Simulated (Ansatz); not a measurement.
The structure below was relaxed with PBEsol (Ansatz, an electronic-structure program; PAW; 420 eV plane waves; spin-orbit coupling left out).

```
Pt
1.0
    2.75153     0.00000     0.00000
   -1.37576     2.38289     0.00000
    0.00000     0.00000     9.19788
Pt
4
Direct
  0.00000   0.00000   0.00000
  0.00000   0.00000   0.50000
  0.33333   0.66667   0.25000
  0.66667   0.33333   0.75000
```

Question: Find the space group and the Wyckoff positions.

Answer: Space group P6₃/mmc (No. 194); a = 2.752 Å, b = 2.752 Å, c = 9.198 Å, α = 90.00°, β = 90.00°, γ = 120.00°

```
atom  site  symmetry       x       y       z
----  ----  --------  ------  ------  ------
Pt      2a      -3m.  0.0000  0.0000  0.0000
Pt      2c      -6m2  0.3333  0.6667  0.2500
```

Question: Describe the coordination.

Answer: The crystal has 4 atoms in its conventional cell. Conventional cell: a = 2.7515 Å, b = 2.7515 Å, c = 9.1979 Å, α = 90.00°, β = 90.00°, γ = 120.00°. Pt1 is surrounded by 12 Pt at 2.752–2.795 Å (cuboctahedral). Pt2 is coordinated by 12 Pt at 2.752–2.795 Å (anticuboctahedral). (Neighbours: up to the widest gap in distance over summed covalent radii, below 1.35, at either atom.)

Whether these cells are dynamically stable was not tested. All final runs are without spin polarisation. The cell was made from Cu by this change: Cu → Pt; the result is a model cell, its experimental status unchecked. Pt lies near a magnetic instability that expansion can trigger; it was not tested. Pt has a high density of states at the Fermi level and may be magnetic at this level. This is not the structure that Pt has at room temperature and ambient pressure.
